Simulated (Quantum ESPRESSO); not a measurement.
Input and output of a self-consistent single point for La3TaO7 (Cmmm, 11 atoms in the cell) (Quantum ESPRESSO).

Method: PBEsol, GBRV 1.5 ultrasoft (PBESOL) pseudopotentials (plane waves; Quantum ESPRESSO).

```yaml
crystal:
  lattice:
    - [3.75216, 5.42892, 0.00000]
    - [-3.75216, 5.42892, 0.00000]
    - [0.00000, 0.00000, 3.86616]
  atoms:
    - { symbol: La, position: [0.00000, 0.00000, 0.00000] }
    - { symbol: La, position: [0.50000, 0.00000, 0.50000] }
    - { symbol: La, position: [0.00000, 0.50000, 0.50000] }
    - { symbol: Ta, position: [0.50000, 0.50000, 0.00000] }
    - { symbol: O, position: [0.50000, 0.50000, 0.50000] }
    - { symbol: O, position: [0.56793, 0.18555, 0.00000] }
    - { symbol: O, position: [0.43207, 0.81445, 0.00000] }
    - { symbol: O, position: [0.81445, 0.43207, 0.00000] }
    - { symbol: O, position: [0.18555, 0.56793, 0.00000] }
    - { symbol: O, position: [0.86988, 0.86988, 0.50000] }
    - { symbol: O, position: [0.13012, 0.13012, 0.50000] }
```

Reference input (self-consistent single point, DFT, PBEsol, plane waves, GBRV 1.5 ultrasoft (PBESOL) pseudopotentials): ecutwfc = 40 Ry; ecutrho = 320 Ry; occupations = fixed; potentials = {La: la_pbesol_v1.uspp.F.UPF, Ta: ta_pbesol_v1.uspp.F.UPF, O: o_pbesol_v1.2.uspp.F.UPF}; K_POINTS = automatic 3 3 4 0 0 0; nbnd = 48; conv_thr = 1e-10 Ry; mixing_beta = 0.3. This run's input differs from it in these lines:

```diff
@@ -16,4 +16,4 @@
  ntyp = 3,
- ecutwfc = 40,
- ecutrho = 320,
+ ecutwfc = 32,
+ ecutrho = 256,
  occupations = 'fixed',
```

Output (repeated stretches shortened):

```
     Self-consistent Calculation

     iteration #  1     ecut=    32.00 Ry     beta= 0.30

---- Real-time Memory Report at c_bands before calling an iterative solver
           704 MiB given to the printing process from OS
            99 MiB allocation reported by mallinfo(arena+hblkhd)
------------------

     negative rho (up, down):  3.125E-01 0.000E+00

     total energy              =    -674.84335808 Ry
     estimated scf accuracy    <       3.97583646 Ry

     iteration #  2     ecut=    32.00 Ry     beta= 0.30

---- Real-time Memory Report at c_bands before calling an iterative solver
   [... lines left out ...]
           763 MiB given to the printing process from OS
           143 MiB allocation reported by mallinfo(arena+hblkhd)
------------------

     negative rho (up, down):  2.520E-01 0.000E+00

     total energy              =    -675.57455084 Ry
     estimated scf accuracy    <          1.3E-10 Ry

     iteration # 19     ecut=    32.00 Ry     beta= 0.30

---- Real-time Memory Report at c_bands before calling an iterative solver
           763 MiB given to the printing process from OS
           143 MiB allocation reported by mallinfo(arena+hblkhd)
------------------

     negative rho (up, down):  2.520E-01 0.000E+00
     End of self-consistent calculation

     highest occupied, lowest unoccupied level (ev):    10.1986   14.0111

!    total energy              =    -675.57455084 Ry
     estimated scf accuracy    <          4.3E-11 Ry

     convergence has been achieved in  19 iterations

     negative rho (up, down):  2.520E-01 0.000E+00

     Forces acting on atoms (cartesian axes, Ry/au):

     atom    1 type  1   force =     0.00000000    0.00000000    0.00000000
     atom    2 type  1   force =     0.00000000    0.00000000    0.00000000
     atom    3 type  1   force =     0.00000000    0.00000000    0.00000000
     atom    4 type  2   force =     0.00000000    0.00000000    0.00000000
     atom    5 type  3   force =     0.00000000    0.00000000    0.00000000
     atom    6 type  3   force =     0.02621203   -0.01956469   -0.00000000
   [... lines left out ...]
     Total force =     0.066626     Total SCF correction =     0.000004
   [... lines left out ...]

     negative rho (up, down):  2.520E-01 0.000E+00
          total   stress  (Ry/bohr**3)                   (kbar)     P=       69.77
   0.00042047   0.00000000   0.00000000           61.85        0.00        0.00
  -0.00000000   0.00043279   0.00000000           -0.00       63.67        0.00
   0.00000000   0.00000000   0.00056962            0.00        0.00       83.79

   JOB DONE.
```

The run converged in 19 iterations. Against the reference run the free energy goes up by 41.9 meV/atom, the pressure goes from 10.43 to 6.98 GPa, the largest force hardly changes (0.844 to 0.841 eV/Å) and the gap on the mesh moves little (3.811 to 3.813 eV). The full log also holds: “c_bands:  2 eigenvalues not converged”.

The starting cell comes from a database of computed structures (which also holds hypothetical and non-ambient phases and stackings), without a prior relaxation at this level. Its lattice was rescaled by a random factor within 2.5 % of one. Spin-orbit coupling is off.

Cost on one core of a shared machine: roughly 3 min.
